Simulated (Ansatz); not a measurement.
Response to strain in ScAl3

Base system: ScAl$_{3}$ in the Cu3Au type structure (space group Pm-3m, No. 221; a = 4.107 Å; relaxed with 0.1 eV smearing).

Strains are applied to the cell and any free atomic positions relax.

All numbers come from PBE (Ansatz, a program for electronic structure, PAW, scalar-relativistic without spin-orbit coupling).

Notes on the quantities. energy relative to the base: free energy F.

```tsv
isotropic strain (%)	energy relative to the base (meV/atom)
0	0.0
0.6	1.5
1.2	?
1.8	12.8
2.4	22.4
3	34.4
```

Problem. Fit ΔE = Aε² + Bε³ (ε in %) to the rows shown and predict the withheld row.

Solution. Least squares on the printed values gives A = 4.15 and B = -0.11 meV/atom (largest residual 0.0 meV/atom); this predicts 5.8 meV/atom, and the run gives 5.8 meV/atom, in agreement.

Stability against distortions was not tested. All final runs are without spin polarisation.
